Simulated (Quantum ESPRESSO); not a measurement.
## Effort and miss along a sweep of ecutwfc: BaAl (Pnma, 8 atoms in the cell)

Cell: a = 9.6902 Å, b = 4.6396 Å, c = 6.3282 Å, α = 90.00°, β = 90.00°, γ = 90.00°.

Method of the run: LDA (PZ), GBRV 1.5 ultrasoft (LDA) pseudopotentials (plane waves; Quantum ESPRESSO).

Base settings: ecutwfc = 40 Ry; ecutrho = 200 Ry; occupations = smearing; smearing = cold; degauss = 0.0073499 Ry; potentials = {Ba: ba_lda_v1.uspp.F.UPF, Al: al_lda_v1.uspp.F.UPF}; K_POINTS = automatic 2 4 3 0 0 0; conv_thr = 1e-09 Ry; mixing_beta = 0.3.

Misses are taken against the tightest run, 80 Ry (ecutrho: 200 Ry → 400 Ry), which need not be fully converged itself. The energy is the free energy per atom.

The count of work is k-points × plane waves × bands × iterations; it is no time, and leaves out set-up, grids and terms that scale otherwise. Core times come from one kind of shared machine and are given to one figure; runs under 30 s give none.

The starting cell comes from a database of computed structures (which also holds hypothetical and non-ambient phases and stackings), without a prior relaxation at this level. Its lattice was rescaled by a random factor within 2.5 % of one. Without a gap this mesh is coarse (it stands for a supercell whose shortest vector is 19 Å).

The runs (ecutwfc): 16 Ry (ecutrho: 200 Ry → 80 Ry) | 20 Ry (ecutrho: 200 Ry → 100 Ry) | 24 Ry (ecutrho: 200 Ry → 120 Ry) | 28 Ry (ecutrho: 200 Ry → 140 Ry) | 32 Ry (ecutrho: 200 Ry → 160 Ry) | 36 Ry (ecutrho: 200 Ry → 180 Ry) | 40 Ry | 46 Ry (ecutrho: 200 Ry → 230 Ry) | 52 Ry (ecutrho: 200 Ry → 260 Ry) | 60 Ry (ecutrho: 200 Ry → 300 Ry) | 70 Ry (ecutrho: 200 Ry → 350 Ry) | 80 Ry (ecutrho: 200 Ry → 400 Ry).

Task: Which is the coarsest setting among those run that, with all tighter ones, holds the energy within 20 meV/atom of the reference, and what does it save?

Result: 24 Ry (ecutrho: 200 Ry → 120 Ry), off by 16 meV/atom; it needs 0.17 of the reference's count of work and about 0.1 of the reference's time.

Task: Which is the coarsest setting among those run that, with all tighter ones, holds the energy within 2 meV/atom of the reference, and what does it save?

Result: 46 Ry (ecutrho: 200 Ry → 230 Ry), off by 1.5 meV/atom; it needs 0.44 of the reference's count of work and about 0.5 of the reference's time.

Task: What does the step from 28 Ry (ecutrho: 200 Ry → 140 Ry) to 52 Ry (ecutrho: 200 Ry → 260 Ry) buy?

Result: It takes the miss in the energy from 11 to 1.0 meV/atom, for 2.5 times the count of work and roughly 3 times the time.

| ecutwfc | energy less reference (meV/atom) | pressure less reference (GPa) | count of work / reference | core time / reference (rough) |
|---|---|---|---|---|
| 16 Ry (ecutrho: 200 Ry → 80 Ry) | 124.57 | -1.66 | 0.091 | 0.1 |
| 20 Ry (ecutrho: 200 Ry → 100 Ry) | 37.84 | -0.66 | 0.13 | 0.1 |
| 24 Ry (ecutrho: 200 Ry → 120 Ry) | 15.92 | -0.14 | 0.17 | 0.1 |
| 28 Ry (ecutrho: 200 Ry → 140 Ry) | 11.47 | -0.07 | 0.21 | 0.2 |
| 32 Ry (ecutrho: 200 Ry → 160 Ry) | 7.98 | -0.09 | 0.28 | 0.3 |
| 36 Ry (ecutrho: 200 Ry → 180 Ry) | 4.65 | -0.07 | 0.30 | 0.3 |
| 40 Ry | 2.59 | -0.04 | 0.35 | 0.4 |
| 46 Ry (ecutrho: 200 Ry → 230 Ry) | 1.47 | -0.01 | 0.44 | 0.5 |
| 52 Ry (ecutrho: 200 Ry → 260 Ry) | 1.04 | -0.01 | 0.52 | 0.7 |
| 60 Ry (ecutrho: 200 Ry → 300 Ry) | 0.49 | -0.01 | 0.65 | 0.7 |
| 70 Ry (ecutrho: 200 Ry → 350 Ry) | 0.11 | 0.00 | 0.82 | 0.9 |
| 80 Ry (ecutrho: 200 Ry → 400 Ry) | 0.00 | 0.00 | 1.0 | 1 |
